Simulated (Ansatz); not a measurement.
# By hand: energy of one form of CdSe over another

Subject: the energy of one form of CdSe over another. The value is E(A) − E(B), in meV per atom.

A: CdSe (zinc blende, F-43m), 2 atoms in the cell. Conventional cell: a = 6.197 Å, b = 6.197 Å, c = 6.197 Å, α = 90.00°, β = 90.00°, γ = 90.00°.

B: CdSe (wurtzite, P6₃mc), 4 atoms in the cell. Conventional cell: a = 4.383 Å, b = 4.383 Å, c = 7.155 Å, α = 90.00°, β = 90.00°, γ = 120.00°.

Ansatz (a program for electronic structure) with PAW potentials; structures come from PBE relaxations, nuclei static, no net charge. Ansatz runs with its default PAW set. Other levels take these structures. The lattices are those relaxed with PBE, so at other levels the solids can be strained, which adds to the spread. A dispersion term (D3(BJ), or D4 for r2SCAN) was computed beside these levels and is taken off wherever the name lacks it.

Total energies of the cells in eV, at zero smearing width. They compare only within one column; the weights balance every element.

```csv
cell,atoms,weight,PBE,RPBE
A: CdSe (zinc blende),2,+2,-13724.79677,-13739.14305
B: CdSe (wurtzite),4,−1,-27449.58950,-27478.28236
```

PBE: 2 × (-13724.79677) − (-27449.58950) = -0.004 eV; dividing by 4 atoms gives -1 meV/atom.

RPBE: 2 × (-13739.14305) − (-27478.28236) = -0.004 eV; dividing by 4 atoms gives -1 meV/atom.
